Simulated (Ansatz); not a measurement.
A computed series for TiC: pressure series

Base system: TiC in the rock salt structure (space group Fm-3m, No. 225).

```
TiC
1.0
    0.00000     2.16392     2.16392
    2.16392     0.00000     2.16392
    2.16392     2.16392     0.00000
Ti C
1 1
Direct
  0.00000   0.00000   0.00000
  0.50000   0.50000   0.50000
```

Cell and atoms are relaxed at each pressure.

Calculations: r2SCAN (Ansatz, a quantum-chemistry and plane-wave program, PAW, spin-orbit coupling left out).

```tsv
pressure (GPa)	volume per atom (Å³/atom)
-2	10.211
-1	10.172
0	10.133
0.9	10.098
2.1	10.053
4.5	?
9	9.812
22.5	9.409
30	9.216
```

Question: Fit the third-order Birch–Murnaghan form P(V) = (3B₀/2)[(V₀/V)^(7/3) − (V₀/V)^(5/3)]·[1 + (3/4)(B₀′ − 4)((V₀/V)^(2/3) − 1)] (squares taken in P) to the rows shown and predict the withheld row.

Answer: Least squares on the printed values gives V₀ = 10.133 Å³/atom, B₀ = 263 GPa, B₀′ = 3.9; this predicts 9.966 Å³/atom, and the run gives 9.966 Å³/atom, in agreement.

Load acts through the strain it causes; cell and atoms are relaxed under it. Stability against distortions was not tested. No other phases were tried under pressure. The final runs are not spin-polarised.
